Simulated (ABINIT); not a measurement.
ABINIT run on SiSnPt₅ (P4/mmm, 7 atoms in the cell): self-consistent single point.

Computed with PBEsol, norm-conserving pseudopotentials (PseudoDojo nc-sr-04 PBEsol standard) (plane waves; ABINIT).

```
SiSnPt5
1.0
    4.04672     0.00000     0.00000
    0.00000     4.04672     0.00000
    0.00000     0.00000     7.15583
Si Sn Pt
1 1 5
Direct
  0.00000   0.00000   0.50000
  0.50000   0.50000   0.00000
  0.00000   0.50000   0.29555
  0.00000   0.50000   0.70445
  0.50000   0.00000   0.29555
  0.50000   0.00000   0.70445
  0.00000   0.00000   0.00000
```

Reference input (self-consistent single point, DFT, LDA (PW92), plane waves, norm-conserving pseudopotentials (PseudoDojo nc-sr-04 LDA standard)): pseudos = [Si.upf, Sn.upf, Pt.upf]; ecut = 84 Ry; occopt = 3; tsmear = 0.00183747 Ha; ngkpt = 5 5 3; nshiftk = 1; shiftk = 0 0 0; potentials = PseudoDojo nc-sr-04 LDA standard; nband = 67; kptopt = 1; nstep = 60; toldfe = 1e-09 Ha. This run's input differs from it in these lines:

```diff
@@ -1,2 +1,2 @@
-# SiSnPt5, PseudoDojo nc-sr-04 LDA standard
+# SiSnPt5, PseudoDojo nc-sr-04 PBEsol standard
 pp_dirpath "./"
```

Its files differ too (potentials: PseudoDojo nc-sr-04 LDA standard → PseudoDojo nc-sr-04 PBEsol standard).

Log, with long lists cut:

```
--- !BeginCycle
solver: {iscf: 7, nstep: 60, nline: 4, wfoptalg: 0, }
tolerances: {toldfe: 1.00E-09, }
...

     iter   Etot(hartree)      deltaE(h)  residm     vres2
 ETOT  1  -734.84924100186    -7.348E+02 1.695E-01 1.769E+03
 ETOT  2  -735.26893201227    -4.197E-01 2.571E-02 2.810E+03
 ETOT  3  -735.79911269498    -5.302E-01 8.105E-03 7.113E+01
 ETOT  4  -735.80444107137    -5.328E-03 3.468E-03 4.021E+01
 ETOT  5  -735.80823597950    -3.795E-03 2.454E-03 1.545E+00
   [... 2 lines left out ...]
 ETOT  8  -735.80840796866    -1.326E-07 7.854E-04 6.550E-05
 ETOT  9  -735.80840797312    -4.453E-09 8.897E-04 9.395E-06
 ETOT 10  -735.80840797379    -6.698E-10 4.598E-04 1.628E-08
 ETOT 11  -735.80840797378     4.661E-12 5.716E-04 2.653E-09
 At SCF step   11, etot is converged :
  for the second time, diff in etot=  4.661E-12 < toldfe=  1.000E-09

 Cartesian components of stress tensor (hartree/bohr^3)
  sigma(1 1)=  4.34968755E-04  sigma(3 2)=  0.00000000E+00
  sigma(2 2)=  4.34968755E-04  sigma(3 1)=  0.00000000E+00
  sigma(3 3)=  4.01512177E-04  sigma(2 1)=  0.00000000E+00

 ----iterations are completed or convergence reached----

 reduced coordinates (array xred) for    7 atoms
       0.000000000000      0.000000000000      0.500000000000
       0.500000000000      0.500000000000      0.000000000000
       0.000000000000      0.500000000000      0.295550000000
       0.000000000000      0.500000000000      0.704450000000
       0.500000000000      0.000000000000      0.295550000000
       0.500000000000      0.000000000000      0.704450000000
   [... lines left out ...]
 Fermi (or HOMO) energy (hartree) =   0.44261   Average Vxc (hartree)=  -0.49036
   [... lines left out ...]
total_energy        : -7.35808407973782E+02
total_energy_eV     : -2.00223650367901E+04
band_energy         : -6.27715381080743E+01
...

-Cartesian components of stress tensor (GPa)         [Pressure= -1.2469E+01 GPa]
- sigma(1 1)=  1.27972204E+01  sigma(3 2)=  0.00000000E+00
- sigma(2 2)=  1.27972204E+01  sigma(3 1)=  0.00000000E+00
- sigma(3 3)=  1.18128941E+01  sigma(2 1)=  0.00000000E+00

 Calculation completed.
```

The run converged in 11 iterations. Against the reference run the pressure goes from -16.40 to -12.47 GPa and the largest force goes from 0.042 to 0.021 eV/Å.

The starting cell comes from a database of computed structures (which also holds hypothetical and non-ambient phases and stackings), without a prior relaxation at this level. Its lattice was rescaled by a random factor within 2.5 % of one. Spin polarisation is off. With a pressure of about -12 GPa the cell is away from its equilibrium volume at this level.

Cost on one core of a shared machine: roughly 6 min.
